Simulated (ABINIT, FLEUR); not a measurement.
An ABINIT input for a self-consistent single point of Sc₂Co (I4/mcm, 6 atoms in the cell) (DFT, PBEsol, plane waves, norm-conserving pseudopotentials (PseudoDojo nc-sr-04 PBEsol standard)):

```
# Sc2Co, PseudoDojo nc-sr-04 PBEsol standard
pp_dirpath "./"
pseudos "Sc.upf, Co.upf"
acell 9.9650404905 9.9650404905 9.9650404905
rprim
        -0.5973664550    0.5973664550    0.5350762907
         0.5973664550   -0.5973664550    0.5350762907
         0.5973664550    0.5973664550   -0.5350762907
natom 6
ntypat 2
znucl 21 27
typat 1 1 1 1 2 2
xcart
         3.8287096268   -2.1240712849    5.3320569024
         2.1240712849    8.0768521967    0.0000000000
         2.1240712849    3.8287096268    5.3320569024
         3.8287096268    2.1240712849   -0.0000000000
        -0.0000000000    0.0000000000    7.9980853536
        -0.0000000000    0.0000000000    2.6660284512
ecut 48
occopt 3
tsmear 0.00183747
nband 49
kptopt 1
ngkpt 5 5 5
nshiftk 1
shiftk 0 0 0
nstep 80
tolvrs 1.0e-12
prtwf 0
prtden 0
prtvol 1
enunit 1
```

Question: Write the same calculation as an input for FLEUR.

Answer: This is the input that was run; spellings and numerical settings could be chosen otherwise.

Input of the input generator:

```
scf Sc2Co
&input film=f /
-0.5973664550 0.5973664550 0.5350762907
0.5973664550 -0.5973664550 0.5350762907
0.5973664550 0.5973664550 -0.5350762907
9.9650404905
1.0 1.0 1.0

6
21 0.3215900000 0.8215900000 0.1431800000
21 0.6784100000 0.1784100000 0.8568200000
21 0.8215900000 0.6784100000 0.5000000000
21 0.1784100000 0.3215900000 0.5000000000
27 0.7500000000 0.7500000000 -0.0000000000
27 0.2500000000 0.2500000000 -0.0000000000

&comp jspins=1 /
&exco xctyp='PBEs' /
&kpt div1=5 div2=5 div3=5 /
&end /
```

```xml
<?xml version="1.0" encoding="UTF-8" standalone="no"?>
<fleurInput fleurInputVersion="0.39">
   <comment>
      scf Sc2Co                                                                                           
   </comment>
   <calculationSetup>
      <cutoffs Kmax="4.2" Gmax="16.8" GmaxXC="16.8" numbands="0"/>
      <scfLoop itmax="80" minDistance="0.00001" maxIterBroyd="15" imix="Anderson" alpha="0.05" precondParam="0.0" spinf="2.0"/>
      <coreElectrons ctail="T" frcor="F" kcrel="0" coretail_lmax="0"/>
      <xcFunctional name="PBEs" relativisticCorrections="F"/>
      <magnetism jspins="1"/>
      <soc l_soc="F" theta="0.0" phi="0.0" spav="F"/>
      <expertModes spex="0" secvar="F"/>
      <geometryOptimization l_f="T" forcealpha="1.0" forcemix="BFGS" epsdisp="0.00001" epsforce="0.00001"/>
      <ldaU l_linMix="F" mixParam="0.05" spinf="1.0"/>
   </calculationSetup>
   <cell>
      <bzIntegration valenceElectrons="74.0" mode="hist" fermiSmearingEnergy="0.00183747">
         <kPointListSelection listName="default-1"/>
         <!-- k-points included here -->
         <xi:include xmlns:xi="http://www.w3.org/2001/XInclude" href="kpts.xml"> </xi:include>
      </bzIntegration>
      <!-- symmetry operations included here -->
      <xi:include xmlns:xi="http://www.w3.org/2001/XInclude" href="sym.xml"> </xi:include>
      <bulkLattice scale="1.0">
         <bravaisMatrix>
            <row-1>   -5.9527809117414456     5.9527809117414456     5.3320569023320479</row-1>
            <row-2>    5.9527809117414456    -5.9527809117414456     5.3320569023320479</row-2>
            <row-3>    5.9527809117414456     5.9527809117414456    -5.3320569023320479</row-3>
         </bravaisMatrix>
      </bulkLattice>
   </cell>
   <atomSpecies>
      <species name="Scandium (Sc)" element="Sc" atomicNumber="21">
         <mtSphere radius="2.40" gridPoints="827" logIncrement="0.015"/>
         <atomicCutoffs lmax="10" lnonsphr="8"/>
         <electronConfig flipSpins="F">
            <coreConfig>(1s1/2) (2s1/2) (2p1/2) (2p3/2)</coreConfig>
            <valenceConfig>(3s1/2) (3p1/2) (3p3/2) (4s1/2) (3d3/2) (3d5/2)</valenceConfig>
            <stateOccupation state="(3d3/2)" spinUp="0.2" spinDown="0.2"/>
            <stateOccupation state="(3d5/2)" spinUp="0.3" spinDown="0.3"/>
         </electronConfig>
         <energyParameters s="4" p="4" d="3" f="4"/>
         <lo type="SCLO" l="0" n="3" eDeriv="0"/>
         <lo type="SCLO" l="1" n="3" eDeriv="0"/>
      </species>
      <species name="Cobalt (Co)" element="Co" atomicNumber="27">
         <mtSphere radius="2.40" gridPoints="827" logIncrement="0.015"/>
         <atomicCutoffs lmax="10" lnonsphr="8"/>
         <electronConfig flipSpins="F">
            <coreConfig>(1s1/2) (2s1/2) (2p1/2) (2p3/2) (3s1/2)</coreConfig>
            <valenceConfig>(3p1/2) (3p3/2) (4s1/2) (3d3/2) (3d5/2)</valenceConfig>
            <stateOccupation state="(3d3/2)" spinUp="1.4" spinDown="1.4"/>
            <stateOccupation state="(3d5/2)" spinUp="2.1" spinDown="2.1"/>
         </electronConfig>
         <energyParameters s="4" p="4" d="3" f="4"/>
         <lo type="SCLO" l="1" n="3" eDeriv="0"/>
      </species>
   </atomSpecies>
   <atomGroups>
      <atomGroup species="Scandium (Sc)">
         <relPos label="                   1">.3215900000 -.1784100000 .1431800000</relPos>
         <relPos label="                   2">-.3215900000 .1784100000 -.1431800000</relPos>
         <relPos label="                   3">-.1784100000 -.3215900000 1.000/2.000</relPos>
         <relPos label="                   4">.1784100000 .3215900000 1.000/2.000</relPos>
         <force calculate="T" relaxXYZ="TTT"/>
      </atomGroup>
      <atomGroup species="Cobalt (Co)">
         <relPos label="                   5">-1.000/4.000 -1.000/4.000 .0000000000</relPos>
         <relPos label="                   6">1.000/4.000 1.000/4.000 .0000000000</relPos>
         <force calculate="T" relaxXYZ="TTT"/>
      </atomGroup>
   </atomGroups>
   <output dos="F" band="F" slice="F">
      <checks vchk="F" cdinf="F"/>
      <bandDOS minEnergy="-.5*Htr" maxEnergy="0.5*Htr" sigma="0.015" storeEVData="T"/>
      <vacuumDOS vacdos="F" integ="F" star="F" nstars="0" locx1="0.0" locy1="0.0" locx2="0.0" locy2="0.0" nstm="0" tworkf="0.0"/>
      <unfoldingBand unfoldBand="F" supercellX="1" supercellY="1" supercellZ="1"/>
      <plotting iplot="0" polar="F">
         <plot TwoD="T" vec1="  1.0  0.0  0.0" vec2="  0.0  1.0  0.0" vec3="  0.0  0.0  1.0" zero="  0.0  0.0  0.0" file="plot"/>
      </plotting>
      <chargeDensitySlicing numkpt="0" minEigenval="0.0" maxEigenval="0.0" nnne="0" pallst="F"/>
      <specialOutput eonly="F"/>
      <magneticCircularDichroism mcd="F" energyLo="-10.0" energyUp="0.0"/>
   </output>
  <!-- We include the file relax.xml here to enable relaxations (see documentation) -->
  <xi:include xmlns:xi="http://www.w3.org/2001/XInclude" href="relax.xml"> <xi:fallback/> </xi:include>
</fleurInput>
```

Basis settings and potentials, where a program has them, do not carry over. This input uses DFT, PBEsol, all-electron FLAPW (FLEUR), scalar-relativistic valence.

The starting cell comes from a database of computed structures (which also holds hypothetical and non-ambient phases and stackings), without a prior relaxation at this level. Its lattice was rescaled by a random factor within 2.5 % of one.
